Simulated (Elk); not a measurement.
Band structure of Ge (Fd-3m, 2 atoms in the cell).

```yaml
crystal:
  lattice:
    - [0.00000, 2.82012, 2.82012]
    - [2.82012, 0.00000, 2.82012]
    - [2.82012, 2.82012, 0.00000]
  atoms:
    - { symbol: Ge, position: [0.50000, 0.50000, 0.50000] }
    - { symbol: Ge, position: [0.75000, 0.75000, 0.75000] }
```

Level of theory: PBE, all-electron FP-LAPW, Elk's shipped species files, APW+lo basis with extra local orbitals in Elk.

Settings: xctype = 20; rgkmax = 8; swidth = 0.00367493 Ha; ngridk = 8 8 8; gmaxvr = 18 1/bohr; lmaxapw = 10; lmaxo = 8; nxlo = 2; lorbcnd = true; lradstp = 2; nrmtscf = 2; rmtscf = 0.9; lmaxi = 4; maxscl = 100.

The starting cell comes from a database of computed structures (which also holds hypothetical and non-ambient phases and stackings), without a prior relaxation at this level. Its lattice was rescaled by a random factor within 2.5 % of one. Values depend on the basis (sphere radii, cutoffs, local orbitals), which need not be converged.

Levels in eV from the Fermi level, bands 11 to 18:
```
point      11     12     13     14    15    16    17    18
-----  ------  -----  -----  -----  ----  ----  ----  ----
Γ      -12.90  -0.06  -0.06  -0.06  0.07  2.49  2.49  2.49
X       -8.98  -8.98  -3.16  -3.16  0.68  0.68  9.53  9.53
W       -8.88  -8.88  -4.00  -4.00  4.30  4.30  4.66  4.66
K       -9.45  -8.38  -4.44  -2.72  1.10  4.05  7.22  7.36
L      -10.79  -7.70  -1.48  -1.48  0.16  3.69  3.69  7.08
U       -9.45  -8.38  -4.44  -2.72  1.10  4.05  7.22  7.36
```

No band crosses the Fermi level by more than 0.03 eV along this path.
